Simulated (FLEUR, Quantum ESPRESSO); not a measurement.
A Quantum ESPRESSO input for a self-consistent single point of NbN (Fm-3m, 2 atoms in the cell) (DFT, PBE+U, plane waves, SSSP 1.1.2 efficiency (PBE) pseudopotentials):

```fortran
&CONTROL
 calculation = 'scf'
 prefix = 'pwscf'
 outdir = './work'
 pseudo_dir = './'
 tprnfor = .true.
 tstress = .true.
/
&SYSTEM
 ibrav = 2
 celldm(1) = 8.35757457
 nat = 2
 ntyp = 2
 ecutwfc = 50
 ecutrho = 400
 occupations = 'smearing'
 smearing = 'fd'
 degauss = 0.0073499
/
&ELECTRONS
 conv_thr = 1e-10
/
ATOMIC_SPECIES
Nb    92.9064  Nb.pbe-spn-kjpaw_psl.0.3.0.UPF
N     14.0070  N.pbe-n-radius_5.UPF
ATOMIC_POSITIONS {crystal}
Nb    0.50000000    0.50000000    0.50000000
N     0.00000000    0.00000000    0.00000000
K_POINTS {automatic}
17 17 17  0 0 0
HUBBARD {atomic}
U Nb-4d 6
```

### Question
Translate this input to FLEUR.

### Answer
This is the input that was run; spellings and numerical settings could be chosen otherwise.

Input of the input generator:

```
scf NbN
&input film=f /
-0.0000000000 0.7071067812 0.7071067812
0.7071067812 -0.0000000000 0.7071067812
0.7071067812 0.7071067812 -0.0000000000
5.9096976516
1.0 1.0 1.0

2
41 0.5000000000 0.5000000000 0.5000000000
7 0.0000000000 0.0000000000 0.0000000000

&comp jspins=1 /
&kpt div1=17 div2=17 div3=17 /
&end /
```

```xml
<?xml version="1.0" encoding="UTF-8" standalone="no"?>
<fleurInput fleurInputVersion="0.39">
   <comment>
      scf NbN                                                                                             
   </comment>
   <calculationSetup>
      <cutoffs Kmax="4.3" Gmax="17.2" GmaxXC="17.2" numbands="0"/>
      <scfLoop itmax="60" minDistance="0.00001" maxIterBroyd="15" imix="Anderson" alpha="0.05" precondParam="0.0" spinf="2.0"/>
      <coreElectrons ctail="T" frcor="F" kcrel="0" coretail_lmax="0"/>
      <xcFunctional name="pbe" relativisticCorrections="F"/>
      <magnetism jspins="1"/>
      <soc l_soc="F" theta="0.0" phi="0.0" spav="F"/>
      <expertModes spex="0" secvar="F"/>
      <geometryOptimization l_f="T" forcealpha="1.0" forcemix="BFGS" epsdisp="0.00001" epsforce="0.00001"/>
      <ldaU l_linMix="F" mixParam="0.05" spinf="1.0"/>
   </calculationSetup>
   <cell>
      <bzIntegration valenceElectrons="18.0" mode="hist" fermiSmearingEnergy="0.00367493">
         <kPointListSelection listName="default-1"/>
         <!-- k-points included here -->
         <xi:include xmlns:xi="http://www.w3.org/2001/XInclude" href="kpts.xml"> </xi:include>
      </bzIntegration>
      <!-- symmetry operations included here -->
      <xi:include xmlns:xi="http://www.w3.org/2001/XInclude" href="sym.xml"> </xi:include>
      <bulkLattice scale="1.0">
         <bravaisMatrix>
            <row-1>    0.0000000000000000     4.1787872842880756     4.1787872842880756</row-1>
            <row-2>    4.1787872842880756     0.0000000000000000     4.1787872842880756</row-2>
            <row-3>    4.1787872842880756     4.1787872842880756     0.0000000000000000</row-3>
         </bravaisMatrix>
      </bulkLattice>
   </cell>
   <atomSpecies>
      <species name="Niobium (Nb)" element="Nb" atomicNumber="41">
         <mtSphere radius="2.49" gridPoints="859" logIncrement="0.015"/>
         <atomicCutoffs lmax="10" lnonsphr="8"/>
         <electronConfig flipSpins="F">
            <coreConfig>(1s1/2) (2s1/2) (2p1/2) (2p3/2) (3s1/2) (3p1/2) (3p3/2) (3d3/2) (3d5/2)</coreConfig>
            <valenceConfig>(4s1/2) (4p1/2) (4p3/2) (5s1/2) (4d3/2) (4d5/2)</valenceConfig>
            <stateOccupation state="(5s1/2)" spinUp="0.5" spinDown="0.5"/>
            <stateOccupation state="(4d3/2)" spinUp="0.8" spinDown="0.8"/>
            <stateOccupation state="(4d5/2)" spinUp="1.2" spinDown="1.2"/>
         </electronConfig>
         <energyParameters s="5" p="5" d="4" f="4"/>
         <ldaU l="2" U="6.0" J="0.0" l_amf="F"/>
         <lo type="SCLO" l="0" n="4" eDeriv="0"/>
         <lo type="SCLO" l="1" n="4" eDeriv="0"/>
      </species>
      <species name="Nitrogen (N)" element="N" atomicNumber="7">
         <mtSphere radius="1.41" gridPoints="487" logIncrement="0.021"/>
         <atomicCutoffs lmax="6" lnonsphr="4"/>
         <electronConfig flipSpins="F">
            <coreConfig>(1s1/2)</coreConfig>
            <valenceConfig>(2s1/2) (2p1/2) (2p3/2)</valenceConfig>
            <stateOccupation state="(2p1/2)" spinUp="0.5" spinDown="0.5"/>
            <stateOccupation state="(2p3/2)" spinUp="1.0" spinDown="1.0"/>
         </electronConfig>
         <energyParameters s="2" p="2" d="3" f="4"/>
      </species>
   </atomSpecies>
   <atomGroups>
      <atomGroup species="Niobium (Nb)">
         <relPos label="                   1">1.000/2.000 1.000/2.000 1.000/2.000</relPos>
         <force calculate="T" relaxXYZ="TTT"/>
      </atomGroup>
      <atomGroup species="Nitrogen (N)">
         <relPos label="                   2">.0000000000 .0000000000 .0000000000</relPos>
         <force calculate="T" relaxXYZ="TTT"/>
      </atomGroup>
   </atomGroups>
   <output dos="F" band="F" slice="F">
      <checks vchk="F" cdinf="F"/>
      <bandDOS minEnergy="-.5*Htr" maxEnergy="0.5*Htr" sigma="0.015" storeEVData="T"/>
      <vacuumDOS vacdos="F" integ="F" star="F" nstars="0" locx1="0.0" locy1="0.0" locx2="0.0" locy2="0.0" nstm="0" tworkf="0.0"/>
      <unfoldingBand unfoldBand="F" supercellX="1" supercellY="1" supercellZ="1"/>
      <plotting iplot="0" polar="F">
         <plot TwoD="T" vec1="  1.0  0.0  0.0" vec2="  0.0  1.0  0.0" vec3="  0.0  0.0  1.0" zero="  0.0  0.0  0.0" file="plot"/>
      </plotting>
      <chargeDensitySlicing numkpt="0" minEigenval="0.0" maxEigenval="0.0" nnne="0" pallst="F"/>
      <specialOutput eonly="F"/>
      <magneticCircularDichroism mcd="F" energyLo="-10.0" energyUp="0.0"/>
   </output>
  <!-- We include the file relax.xml here to enable relaxations (see documentation) -->
  <xi:include xmlns:xi="http://www.w3.org/2001/XInclude" href="relax.xml"> <xi:fallback/> </xi:include>
</fleurInput>
```

Basis settings and potentials, where a program has them, do not carry over. This input uses DFT, PBE+U, all-electron FLAPW (FLEUR), scalar-relativistic valence.

The starting cell comes from a database of computed structures (which also holds hypothetical and non-ambient phases and stackings), without a prior relaxation at this level. Its lattice was rescaled by a random factor within 2.5 % of one.
